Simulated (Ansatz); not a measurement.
Take SrO in the rock salt structure (space group Fm-3m, No. 225) as the base.

```
CELL_PARAMETERS angstrom
      0.00000     2.59746     2.59746
      2.59746     0.00000     2.59746
      2.59746     2.59746     0.00000
ATOMIC_POSITIONS crystal
  Sr 0.00000 0.00000 0.00000
  O  0.50000 0.50000 0.50000
```

Cartesian axes are those of the cell as printed.

Method: PBE (Ansatz, a quantum-chemistry and plane-wave program), no spin-orbit coupling.

Modification: every lattice vector is shortened by 2.00 %; the atoms relax in the strained cell.

Task: Predict the stress tensor and what it implies for the stiffness.

Result: Stress of the strained cell less that of the base (GPa, compression positive):
```
   5.87    0.00    0.00
   0.00    5.87    0.00
   0.00    0.00    5.87
```

Then B = −ΔP/(ΔV/V₀) with ΔV/V₀ = -0.0588 gives secant stiffness values (nonlinear terms included at this strain): B ≈ 100 GPa.

As a check, the harmonic strain energy −½ V₀ Δσ:ε is 19 meV/atom; the computed energy rise is 18 meV/atom.

Whether these cells are dynamically stable was not tested.
